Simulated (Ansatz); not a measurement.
How far PBE and r2SCAN part for SiC, uniaxial strain ε_zz = −5.02 %

The reference is SiC (space group P6_3mc, No. 186; a = 3.095 Å, c = 15.186 Å). Axes: x lies along a and z along c of the hexagonal cell.

(Cell as relaxed with PBE.)

Levels (all Ansatz, a quantum-chemistry and plane-wave program, PAW, earlier PAW set): PBE (420 eV, no spin-orbit coupling); r2SCAN (500 eV, spin-orbit coupling left out).

Each level relaxes its own structure.

```tsv
base	PBE	r2SCAN
volume per atom	10.50 Å³	10.33 Å³
lattice parameter a	3.095 Å	3.079 Å
```

It is then changed as follows: uniaxial strain ε_zz = −5.02 %, all other strain components held at zero; the atoms relax in the strained cell.

| quantity | PBE | r2SCAN |
|---|---|---|
| stress (xx, yy, zz, yz, xz, xy; compression positive) | (3.59, 3.59, 29.48, 0.00, 0.00, 0.00) GPa | (3.59, 3.59, 31.94, 0.00, 0.00, 0.00) GPa |
| energy relative to the base (free energy F) | +47 meV/atom | +50 meV/atom |
| shortest interatomic distance | 1.836 Å | 1.825 Å |

PBE's energy relative to the base lies 3.1 meV/atom below r2SCAN's; PBE's shortest interatomic distance lies 0.011 Å above r2SCAN's (0.6 %). Neither level is exact; r2SCAN is the comparison here, not a measurement.

No phonon test of stability was made.
